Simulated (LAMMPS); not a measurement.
LAMMPS 22 Jul 2025, classical MD, EDIP (Si.edip): Si, 1728 atoms.

```yaml
task: MD, nve
potential: EDIP, Si.edip
copies_of_the_repeat_unit: 6×6×6
shape (slab and sphere leave vacuum in the box): bulk
neighbor_skin: 2 Å
neigh_modify: every 1 delay 0 check yes
newton: on (default)
atom_modify sort (bins of 2 Å where set): 1000 (default)
comm_style: brick (default)
box: 32.6 × 32.6 × 32.6 Å
start: generated diamond lattice, warmed in an untimed run
```

All runs start from one configuration, warmed at this fixed volume for 1000 steps under a thermostat at 100 K. The run at the shortest step has a mean temperature of 98.3 K and a mean pressure of 0.0 GPa.

Each run covers about 2.0 ps at constant energy (mean temperature 98.3 K at the shortest step); σ is the standard deviation over the printed steps. Each setting ran once; only counts and results are compared.

Steps tried: 0.5 fs, 1 fs, 2 fs, 2.5 fs, 4 fs, 5 fs, 8 fs, 10 fs, 16 fs, 20 fs, 32 fs.

Up to which step does the ratio σ(E total)/σ(E kinetic) stay under 10 %, and what happens beyond?

5 fs. The run fails or blows up at 20 fs, 32 fs.

```
time step  σ(E total)/σ(E kinetic)  last minus first total energy (meV/atom)  mean temperature (K)
---------  -----------------------  ----------------------------------------  --------------------
0.5 fs                     0.00045                               under 0.001                  98.3
1 fs                        0.0018                               under 0.001                  98.2
2 fs                        0.0073                                   +0.0035                  98.0
2.5 fs                       0.011                                   +0.0043                  97.8
4 fs                         0.031                                   −0.0056                  97.0
5 fs                         0.050                                    +0.028                  96.3
8 fs                          0.16                                     +0.14                  93.1
10 fs                         0.29                                     +0.36                  90.3
16 fs                          4.3                                       +19                  86.7
20 fs            stops: Lost atoms                                         —                     —
32 fs            stops: Lost atoms                                         —                     —
```

The bar is a choice.
